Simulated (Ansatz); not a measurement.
Structures of equal composition on the (111)A surface of 3C silicon carbide (Si plane on top): (√3x√3)R30° Bi adatom at H3; (√3x√3)R30° Bi adatom at T4. The slabs share one bottom face, and each structure is named by its start. These are constructed structures in small cells; real faces may alloy, dewet or reconstruct in larger ones, and not all known structures of the face are among them. Slabs of about 10 Å, Fermi-Dirac smearing of 0.025 eV. Bottom of the slabs: H caps. Relaxed from the named starts with such symmetry as they have, on meshes of like density; energies extrapolated to zero smearing; spin only where a row says so; no spin-orbit coupling, no U. Brackets mark spin-polarised runs, whose order is one that fits the cell. Where a second, spin-polarised start was run, the lower counts.

All values below come from PBE (plane waves to 420 eV, PAW; Ansatz, a quantum-chemistry and plane-wave program).

### Question
Order them by energy per 1x1 cell (lowest first) at the level PBE.

### Answer
(√3x√3)R30° Bi adatom at T4 (0.000 eV, gap 1.66 eV on the mesh), (√3x√3)R30° Bi adatom at H3 (0.108 eV, gap 1.39 eV on the mesh)
